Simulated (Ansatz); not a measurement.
BN (Fmm2, No. 42, 2 atoms in the cell; start mp-685145; a measured phase of this formula has another space group) was calculated with r²SCAN+rVV10 (plane waves, PAW; Ansatz, a first-principles code).

Run with plane-wave cutoff 560 eV, 16×16×16 k mesh, Fermi–Dirac smearing 0.01 eV, scalar-relativistic PAW data made under PBE.

Cell (relaxed at this level):

```cif
data_B4N4
_chemical_formula_sum 'B4 N4'
_space_group_name_H-M_alt 'Fmm2'
_space_group_IT_number 42
_space_group_name_Hall 'F 2 -2'
_cell_length_a 2.50117
_cell_length_b 6.58753
_cell_length_c 4.32521
_cell_angle_alpha 90.000
_cell_angle_beta 90.000
_cell_angle_gamma 90.000
loop_
_space_group_symop_operation_xyz
  'x, y, z'
  '-x, -y, z'
  '-x, y, z'
  'x, -y, z'
  'x, y+1/2, z+1/2'
  '-x, -y+1/2, z+1/2'
  '-x, y+1/2, z+1/2'
  'x, -y+1/2, z+1/2'
  'x+1/2, y, z+1/2'
  '-x+1/2, -y, z+1/2'
  '-x+1/2, y, z+1/2'
  'x+1/2, -y, z+1/2'
  'x+1/2, y+1/2, z'
  '-x+1/2, -y+1/2, z'
  '-x+1/2, y+1/2, z'
  'x+1/2, -y+1/2, z'
loop_
_atom_site_label
_atom_site_type_symbol
_atom_site_symmetry_multiplicity
_atom_site_Wyckoff_symbol
_atom_site_fract_x
_atom_site_fract_y
_atom_site_fract_z
_atom_site_occupancy
B1 B 4 a 0.00000 0.00000 0.00012 1
N1 N 4 a 0.00000 0.00000 0.66658 1
```
(The calculation used a cell of 2 atoms; values per cell refer to that cell.)

Task: Give the computed band gap, smallest direct gap on the k points sampled and direct gap at Γ.

Result: 
band gap: 3.89 eV (indirect)
smallest direct gap on the k points sampled: 5.13 eV
direct gap at Γ: 6.88 eV

The computed numbers hold no vibrational or temperature effects.

A start named mp-… is a Materials Project structure, which need not be a measured phase.
